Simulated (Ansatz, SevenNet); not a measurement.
Lattice constant a of fluorite CoSi2: levels of theory against measurement

Reference value: 5.365 Å (measured, room temperature, no zero-point or thermal correction; as tabulated in Hegde and Bowen (2014), arXiv:1405.1317).

Q: What do SevenNet-l3i5, LDA, PBE, PBE-D4, rVV10, r²SCAN-D4, PBE0, r²SCANh, Hartree–Fock give, and how far is each from the reference?

A: 
| level (code) | value (Å) | difference (%) |
|---|---|---|
| SevenNet-l3i5 | 5.367 | +0.04 |
| LDA (Ansatz) | 5.274 | -1.70 |
| PBE (Ansatz) | 5.360 | -0.09 |
| PBE-D4 (Ansatz) | 5.307 | -1.08 |
| rVV10 (Ansatz) | 5.384 | +0.35 |
| r²SCAN-D4 (Ansatz) | 5.299 | -1.23 |
| PBE0 (Ansatz) | 5.294 | -1.32 |
| r²SCANh (Ansatz) | 5.295 | -1.30 |
| Hartree–Fock (Ansatz) | 5.330 | -0.65 |

The reference is not for a static lattice or low temperature, so close values are not ranked against it.

The reference isn't brought to a static lattice, while the calculations are for one, so the differences are not the levels' errors alone. A static lattice is as a rule a little smaller than the measured one. The crystal itself was run without spin with LDA, PBE, PBE-D4, rVV10, r²SCAN-D4, PBE0, r²SCANh, Hartree–Fock; a magnetic state was not tried in these runs. PBE0, r²SCANh, Hartree–Fock: the run has no spin polarisation, so it can have missed a magnetic state. Cutoffs and k meshes differ between the levels. Ansatz's density-functional and Hartree–Fock values are scalar-relativistic unless marked +SOC, with PAW data made under PBE.

Machine-learned potentials (SevenNet-l3i5) are trained on DFT data: a solid inside that data is no test of them.

Differences are worked out from the printed values.

Ansatz is a program for electronic structure.
